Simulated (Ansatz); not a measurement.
Al12W (Im-3, No. 204), treated with LDA in Ansatz (PAW).

Settings: plane-wave cutoff 520 eV, 10×10×10 k mesh, Fermi–Dirac smearing 0.05 eV, no spin polarisation, scalar-relativistic PAW data made under PBE.

Pressure at four volumes; x = ln(V/16.107 Å³). One pressure is withheld.

| V (Å³/atom) | x | P (GPa) |
|---|---|---|
| 15.463 | -0.0408 | ? |
| 15.785 | -0.0202 | 2.12 |
| 16.107 | 0.0000 | 0.00 |
| 16.751 | 0.0392 | -3.54 |

Problem. Pass a parabola P(x) through the three rows shown, estimate the bulk modulus and its pressure derivative near zero pressure, and predict the withheld pressure.

Solution. Slopes between the rows: (0.00 − (2.12))/(0.0000 − (-0.0202)) = -104.95 and (-3.54 − (0.00))/(0.0392 − (0.0000)) = -90.31 GPa. Their difference over the span 0.0594 is c = 14.64/0.0594 = 246.5 GPa, so P(x) = 2.12 + (-104.95)(x − (-0.0202)) + 246.5 (x − (-0.0202))(x − (0.0000)). At the middle row B = −dP/dx = −[-104.95 + 246.5 × 0.0202] = 100.0 GPa, and B′ = dB/dP = 2c/B = 4.9. At x = -0.0408 the parabola gives 4.49 GPa; the run gives 4.48 GPa. The Birch–Murnaghan fit to the energies at all volumes has B0 = 99.3 GPa and B′ = 4.8.

Spin–orbit coupling is not included.

Ansatz is a program for electronic structure.
